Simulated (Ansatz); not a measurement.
**RuP (space group Pnma, No. 62; a cell from a computed database, its experimental status unchecked)**

```cif
data_P4Ru4
_chemical_formula_sum 'P4 Ru4'
_space_group_name_H-M_alt 'P 1'
_space_group_IT_number 1
_cell_length_a 5.49118
_cell_length_b 3.11777
_cell_length_c 6.14458
_cell_angle_alpha 90.000
_cell_angle_beta 90.000
_cell_angle_gamma 90.000
loop_
_space_group_symop_operation_xyz
  'x, y, z'
loop_
_atom_site_label
_atom_site_type_symbol
_atom_site_fract_x
_atom_site_fract_y
_atom_site_fract_z
_atom_site_occupancy
P1 P 0.69000 0.25000 0.06341 1
P2 P 0.31000 0.75000 0.93659 1
P3 P 0.81000 0.75000 0.56341 1
P4 P 0.19000 0.25000 0.43659 1
Ru1 Ru 0.49603 0.25000 0.70519 1
Ru2 Ru 0.50397 0.75000 0.29481 1
Ru3 Ru 0.00397 0.75000 0.20519 1
Ru4 Ru 0.99603 0.25000 0.79481 1
```

Computed with plane-wave PAW DFT at the PBEsol level (Ansatz, a program for electronic structure, 420 eV), scalar-relativistic without spin-orbit coupling. Settings: 9×15×8 k-points, 0.05 eV Fermi–Dirac smearing.

The volume per atom is 13.15 Å³ and the density is 8.34 g/cm³. The band gap is zero and the total energy is -3278.918 eV/atom (σ→0; compares only within this code and set-up).

No phonon test of stability was made. All final runs are without spin polarisation.
